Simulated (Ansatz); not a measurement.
The starting structures come from a database of crystals and need not be the phases stable at ambient conditions.

 Where the default PAW files enter, the runs use the earlier of Ansatz's two default sets.

Inside the gap of an insulator the Bloch states are evanescent, with a wavenumber k + iκ along the transport direction.

Input:

```yaml
crystal:
  lattice:
    - [3.98333, 0.00000, 0.00000]
    - [0.00000, 5.72519, 0.00000]
    - [0.00000, 2.86259, 2.87534]
  atoms:
    - { symbol: Ba, position: [0.00000, 0.99659, 0.00682] }
    - { symbol: Ti, position: [0.50000, 0.48150, 0.03700] }
    - { symbol: O, position: [0.50000, 0.02157, 0.46978] }
    - { symbol: O, position: [0.50000, 0.50865, 0.46978] }
    - { symbol: O, position: [0.00000, 0.51180, 0.97640] }
```

Space group of this cell: Amm2. The cell is taken as given; by PBEsol its mean pressure is -4.6 GPa.

Transport runs along the normal of the first two printed cell vectors.

No gap correction and no spin-orbit coupling; mid-gap values are interpolated between computed energies.

**Question.** Compute, with PBEsol run with Ansatz (a program for electronic structure), the band gap and the smallest decay constant κ at mid-gap.

**Answer.** Gap 2.16 eV on a 8×10×10 mesh; κ = 0.321 1/Å, at (0.000, 0.167) of the in-plane reciprocal vectors. At the zone centre, at the nearest computed energy, the slowest state has κ = 0.34 1/Å.
